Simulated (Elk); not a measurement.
Input and output of a self-consistent single point for ErTiSi (P4/nmm, 6 atoms in the cell) (Elk).

Method: Elk with PBEsol, all-electron FP-LAPW, Elk's shipped species files, default APW+lo basis.

```
ErTiSi
1.0
    3.99006     0.00000     0.00000
    0.00000     3.99006     0.00000
    0.00000     0.00000     7.56652
Er Ti Si
2 2 2
Direct
  0.00000   0.50000   0.34808
  0.50000   0.00000   0.65192
  0.00000   0.00000   0.00000
  0.50000   0.50000   0.00000
  0.00000   0.50000   0.75864
  0.50000   0.00000   0.24136
```
Moments meant for the start (each program seeds them in its own way; μB, in the order of the atoms Er Er Ti Ti Si Si): 3.0 3.0 1.0 1.0 0.0 0.0.

Reference input (self-consistent single point, DFT, LDA (PW92), all-electron FP-LAPW, Elk's shipped species files, default APW+lo basis): spinpol = true; stype = 0; swidth = 0.00367493 Ha; ngridk = 5 5 3; reducebf = 0.7; nempty = 12 per atom; maxscl = 100. This run's input differs from it in these lines:

```diff
@@ -2,2 +2,5 @@
   0
+
+xctype
+  22
```

Output (repeated stretches shortened):

```
│ Self-consistent loop started │
│ Loop number : 1 │
 total energy                :     -27844.1755737
 total moment                :    17.47864045
│ Loop number : 2 │
 total energy                :     -27894.3982676
 total moment                :    17.34766560
RMS change in Kohn-Sham potential (target) :    3.631128239     (  0.1000000000E-05)
Absolute change in total energy (target)   :    50.22269389     (  0.1000000000E-03)
│ Loop number : 3 │
 total energy                :     -27901.6583662
 total moment                :    17.73423961
RMS change in Kohn-Sham potential (target) :    3.814412389     (  0.1000000000E-05)
   [... lines left out ...]
│ Loop number : 98 │
 total energy                :     -28476.2291611
 total moment                :   -5.317100485
RMS change in Kohn-Sham potential (target) :   0.2145829966E-04 (  0.1000000000E-05)
Absolute change in total energy (target)   :   0.4655328452E-02 (  0.1000000000E-03)
│ Loop number : 99 │
 total energy                :     -28476.2337039
 total moment                :   -5.318325615
RMS change in Kohn-Sham potential (target) :   0.1819141001E-05 (  0.1000000000E-05)
Absolute change in total energy (target)   :   0.3379000638E-02 (  0.1000000000E-03)
│ Loop number : 100 │
Reached self-consistent loops maximum

Energies :
 Fermi                       :     0.262679886197
 xc effective B-field        :    -0.219267643736
 external B-field            :      0.00000000000
 total energy                :     -28476.2365536
 (external B-field energy excluded from total)

Density of states at Fermi energy :    648.0861035
 (states/Hartree/unit cell)

   [... lines left out ...]
Estimated indirect band gap :   0.1747294780E-03
Estimated direct band gap   :   0.9614745886E-03
   [... lines left out ...]
   atom    1                 :    12.26255529     (  0.1364738071E-02)
   atom    2                 :    12.26255529     (  0.1364738071E-02)
 total in muffin-tins        :    197.8927108
 total calculated charge     :    207.9975898
 total charge                :    208.0000000
 error                       :   0.2410222660E-02

Moments :
 interstitial                :  -0.7216847522E-01
 muffin-tins
  species :    1 (Er)
   atom    1                 :   -2.539272290
   atom    2                 :   -2.539272290
  species :    2 (Ti)
   atom    1                 :  -0.8317938156E-01
   atom    2                 :  -0.8317938156E-01
  species :    3 (Si)
   atom    1                 :  -0.5179843831E-03
   atom    2                 :  -0.5179843831E-03
 total in muffin-tins        :   -5.245939313
 total moment                :   -5.318107788

│ Self-consistent loop stopped │
```

The run ended unconverged after 100 iterations. 

The starting cell comes from a database of computed structures (which also holds hypothetical and non-ambient phases and stackings), without a prior relaxation at this level. Spin-orbit coupling is off. Values depend on the basis (sphere radii, cutoffs, local orbitals), which need not be converged.

Cost on one core of a shared machine: roughly 7 min.
